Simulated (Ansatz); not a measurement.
Results of r²SCAN in Ansatz (PAW) for HfSiO4 (I4₁/amd, No. 141, 12 atoms in the cell; start COD 9000852).

Settings: plane-wave cutoff 560 eV, 8×8×8 k mesh, Fermi–Dirac smearing 0.01 eV, scalar-relativistic PAW data made under PBE.

Cell (measured lattice):

```cif
data_Hf2O8Si2
_chemical_formula_sum 'Hf2 Si2 O8'
_space_group_name_H-M_alt 'P 1'
_space_group_IT_number 1
_cell_length_a 5.52167
_cell_length_b 5.52167
_cell_length_c 5.52167
_cell_angle_alpha 106.953
_cell_angle_beta 106.953
_cell_angle_gamma 114.635
loop_
_space_group_symop_operation_xyz
  'x, y, z'
loop_
_atom_site_label
_atom_site_type_symbol
_atom_site_fract_x
_atom_site_fract_y
_atom_site_fract_z
_atom_site_occupancy
Hf1 Hf 0.75000 0.25000 0.50000 1
Hf2 Hf 0.00000 0.00000 0.00000 1
Si1 Si 0.25000 0.75000 0.50000 1
Si2 Si 0.50000 0.50000 0.00000 1
O1 O 0.13530 0.31980 0.81550 1
O2 O 0.06980 0.75430 0.68450 1
O3 O 0.50430 0.31980 0.18450 1
O4 O 0.06980 0.38530 0.31550 1
O5 O 0.61470 0.93020 0.68450 1
O6 O 0.68020 0.86470 0.18450 1
O7 O 0.24570 0.93020 0.31550 1
O8 O 0.68020 0.49570 0.81550 1
```

Problem. Estimate the band gap and smallest direct gap on the k points sampled that the calculation returns.

Solution. 
- band gap: 6.02 eV
- smallest direct gap on the k points sampled: 6.39 eV

Note: the file's cell can be that of a phase stable at another temperature; cell and atoms aren't relaxed at this level (largest force component 0.06 eV/Å, pressure 1.2 GPa).

Spin–orbit coupling is not included.

Static lattice: no zero-point or thermal effects.

Ansatz is a quantum-chemistry and plane-wave program.
